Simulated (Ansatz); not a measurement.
Point defect As on the Ca site + O vacancy in rock-salt CaO

The numbers are results of PBE, PAW (plane waves to 420 eV; Ansatz, a first-principles code), not measurements. A supercell of 64 sites (2×2×2 repeats of a cell of 8 atoms) was used; the energies come from a 2×2×2 shifted sampling of its zone. Sites at the start: the Ca site; O 2.42 Å away. Energies of charged states are corrected for periodic images (point charge plus alignment at distant sites). Dielectric constants: PBE linear response of the host. Host gap at this level: 3.66 eV. Finite-size and sampling errors can reach tenths of an eV here. PBE underestimates the host's gap, which shifts levels and can delocalise carriers. Spin–orbit coupling is left out. Each state is the lowest found from its start.

The name describes the start; the neighbours show where the atoms ended.

Charges with a result: +2, +1, 0, −1. Others weren't obtained, and one of them could lie lower, also by skipping a charge.

```
charge         moment (μB)  point group  largest move off a lattice site (Å)  neighbours of the last As atom of the defect at the end (Å)  image correction with alignment (eV)  above the lowest spin state (eV)
------  ------------------  -----------  -----------------------------------  -----------------------------------------------------------  ------------------------------------  --------------------------------
+2                     1.0           Cs                                 0.33                       O 1.89, O 1.89, O 2.61, O 2.80, O 2.80                                  0.45                              0.00
+1      not spin-polarised           Cs                                 0.42                       O 1.99, O 1.99, O 2.84, O 2.84, O 2.99                                  0.07                              0.00
0                      1.0           Cs                                 0.59                      O 2.02, O 2.71, O 2.71, O 2.98, Ca 2.98                                  0.00                              0.00
−1      not spin-polarised           Cs                                 0.93            O 2.10, Ca 2.79, O 2.91, O 2.91, Ca 2.97, Ca 2.97                                  0.18                              0.00
−1                     0.0           Cs                                 0.94            O 2.10, Ca 2.79, O 2.91, O 2.91, Ca 2.96, Ca 2.96                                  0.18                              0.00
```

Point groups are those of the whole cell at tolerances of 0.03 and 0.1 Å ("near" where only the looser one holds); none is given for unsettled states.

Starting moments that weren't kept: charge −1 began with 2 μB and ended with 0.0.

Transition levels above the valence-band maximum: ε(+2/+1) = 1.21 eV; ε(+1/0) = 2.81 eV; ε(0/−1) = 2.78 eV. On the lower envelope of the bound states, inside the gap: (+2/+1) at 1.21 eV; (+1/−1) at 2.79 eV; the others aren't thermodynamic.

Flagged in the runs: a strain field that reaches the edge of the cell.

All states together cost very roughly 3 core-hours.
